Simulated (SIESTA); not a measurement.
Worked example: self-consistent single point of Cd2SeS (P3m1, 4 atoms in the cell) in SIESTA.

Method of the run: GGA PBEsol with spin-orbit coupling, numerical atomic orbitals DZP, PseudoDojo PBEsol fully relativistic norm-conserving potentials (rewritten from UPF to PSML) in SIESTA.

```
CELL_PARAMETERS angstrom
      4.29722     0.00000     0.00000
     -2.14861     3.72150     0.00000
      0.00000     0.00000     7.00717
ATOMIC_POSITIONS crystal
  Cd 0.00000 0.00000 0.49023
  Cd 0.33333 0.66667 0.00964
  Se 0.33333 0.66667 0.62575
  S  0.00000 0.00000 0.12238
```

Reference input (self-consistent single point, DFT, GGA PBEsol, numerical atomic orbitals DZP, PseudoDojo PBEsol standard norm-conserving potentials (rewritten from UPF to PSML)): XC.functional = GGA; XC.authors = PBEsol; potentials = PseudoDojo PBEsol standard; PAO.BasisSize = DZP; PAO.EnergyShift = 0.01 Ry; MeshCutoff = 300 Ry; kgrid.MonkhorstPack = 6 6 3; OccupationFunction = FD; ElectronicTemperature = 10 meV; MaxSCFIterations = 150; SCF.Mixer.Method = Broyden; SCF.Mixer.Weight = 0.2. This run's input differs from it in these lines:

```diff
@@ -1,2 +1,2 @@
-# files in the folder: Cd.psml Se.psml S.psml (PseudoDojo PBEsol standard)
+# files in the folder: Cd.psml Se.psml S.psml (PseudoDojo PBEsol fully relativistic)
 SystemName  Cd2SeS
@@ -37,2 +37,9 @@
 ElectronicTemperature        10.0 meV
+Spin                         spin-orbit
+%block DM.InitSpin
+  1 0.00 0.00 0.00
+  2 0.00 0.00 0.00
+  3 0.00 0.00 0.00
+  4 0.00 0.00 0.00
+%endblock DM.InitSpin
```

The program printed (abridged):

```
        iscf     Eharris(eV)        E_KS(eV)     FreeEng(eV)     dDmax    Ef(eV) dHmax(eV)
   scf:    1   -13089.401443   -13100.123811   -13100.123811  0.715335 -3.338030 12.444218
     spin moment: {S} , |S| = {   -0.00000    0.00000   -0.00000 }     0.00000
   scf:    2   -13107.908301   -13104.444551   -13104.444551  0.107756 -3.687163  6.255884
     spin moment: {S} , |S| = {    0.00000   -0.00000   -0.00000 }     0.00000
   scf:    3   -13106.382776   -13105.744926   -13105.744926  0.103626 -3.696512  0.696124
     spin moment: {S} , |S| = {    0.00000    0.00000    0.00000 }     0.00000
   [... lines left out ...]
     spin moment: {S} , |S| = {   -0.00000   -0.00000   -0.00000 }     0.00000
   scf:    9   -13105.761655   -13105.761662   -13105.761662  0.000026 -3.919059  0.002681
     spin moment: {S} , |S| = {   -0.00000    0.00000   -0.00000 }     0.00000
   scf:   10   -13105.761673   -13105.761662   -13105.761662  0.000035 -3.919405  0.001172
     spin moment: {S} , |S| = {    0.00000    0.00000    0.00000 }     0.00000
   scf:   11   -13105.761669   -13105.761662   -13105.761662  0.000023 -3.919649  0.000342
     spin moment: {S} , |S| = {   -0.00000    0.00000    0.00000 }     0.00000
SCF Convergence by DM+H criterion
max |DM_out - DM_in|         :     0.0000232458
max |H_out - H_in|      (eV) :     0.0003416052
SCF cycle converged after 11 iterations

Using DM_out to compute the final energy and forces

siesta: E_KS(eV) =           -13105.7617

siesta: E_KS - E_eggbox =    -13105.7617

siesta: Atomic forces (eV/Ang):
     1   -0.000003    0.000002   -0.146556
     2    0.000045   -0.000026    0.118498
     3   -0.000040    0.000023    0.073295
     4   -0.000025    0.000015   -0.042104
   Tot   -0.000024    0.000014    0.003133
   Max    0.146556
   Res    0.059628    sqrt( Sum f_i^2 / 3N )
   Max    0.146556    constrained

Stress tensor Voigt[x,y,z,yz,xz,xy] (kbar):       50.21       50.58       52.14       -0.00        0.00        0.33
(Free)E + p*V (eV/cell)   -13109.3270
   [... lines left out ...]
siesta: FreeEng =    -13105.761662
   [... lines left out ...]
siesta:     0.031336    0.000204    0.000000
siesta:     0.000204    0.031571   -0.000000
siesta:     0.000000   -0.000000    0.032542

siesta: Cell volume =        112.059437 Ang**3

siesta: Pressure (static):
siesta:                Solid            Molecule  Units
siesta:          -0.00034652         -0.00033949  Ry/Bohr**3
siesta:          -0.03181639         -0.03117080  eV/Ang**3
siesta:         -50.97547139        -49.94111958  kBar
```

The run converged in 11 iterations. Against the reference run the pressure moves little (-5.05 to -5.10 GPa), the largest force goes from 0.137 to 0.147 eV/Å and the gap on the mesh goes from 0.789 to 0.691 eV. The full log also holds: “initDM: WARNING: atom 1 has a closed-shell and cannot be polarized”. The full log also holds: “initDM: WARNING: atom 2 has a closed-shell and cannot be polarized”.

The starting cell comes from a database of computed structures (which also holds hypothetical and non-ambient phases and stackings), without a prior relaxation at this level. Its lattice was rescaled by a random factor within 2.5 % of one. Values carry the incompleteness of an atom-centred basis. With a pressure of about -5 GPa the cell is away from its equilibrium volume at this level.

Cost on one core of a shared machine: roughly 70 s.
